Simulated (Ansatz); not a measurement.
# SrGeO3 (C2/c, No. 15, 30 atoms in the cell; start mp-17464): smallest direct gap on the k points sampled by level of theory

No measured value is used here.

**Question.** Put these levels in order of the smallest direct gap on the k points sampled that they give for SrGeO3 (C2/c, No. 15, 30 atoms in the cell; start mp-17464), smallest first: HSE06 (Ansatz, an electronic-structure program), LDA (Ansatz), PBEsol (Ansatz).

**Answer.** LDA (3.38 eV), PBEsol (3.48 eV), HSE06 (5.26 eV)

At these levels the smallest gap is indirect and lower: LDA 3.33, PBEsol 3.43, HSE06 5.21 eV. Computed values are for a static lattice. Spin–orbit coupling is included only where a level's name says +SOC; with heavier elements it mostly lowers gaps and can invert bands.  Values are at the PBEsol cell. Cutoffs and k meshes differ between the levels. Ansatz's density-functional and Hartree–Fock values are scalar-relativistic unless marked +SOC, with PAW data made under PBE.

A start named mp-… is a Materials Project structure, which need not be a measured phase.
